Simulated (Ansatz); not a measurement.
Consider CdTe in the zinc blende structure (space group F-43m, No. 216; a = 6.618 Å). Axes: x, y, z lie along the cube axes.

Calculations: PBE, PAW, 420 eV (Ansatz, a quantum-chemistry and plane-wave program; no spin-orbit coupling).

Now apply this change: the cell is scaled by 0.9750 in all directions, atoms relaxed at fixed cell.

Predict the stress tensor and what it implies for the stiffness.

Stress of the strained cell less that of the base (GPa, compression positive):
```
   3.20    0.00    0.00
   0.00    3.20    0.00
   0.00    0.00    3.20
```

Then B = −ΔP/(ΔV/V₀) with ΔV/V₀ = -0.0731 gives secant stiffness values (nonlinear terms included at this strain): B ≈ 44 GPa.

As a check, the harmonic strain energy −½ V₀ Δσ:ε is 27 meV/atom; the computed energy rise is 25 meV/atom.

No phonon test of stability was made.
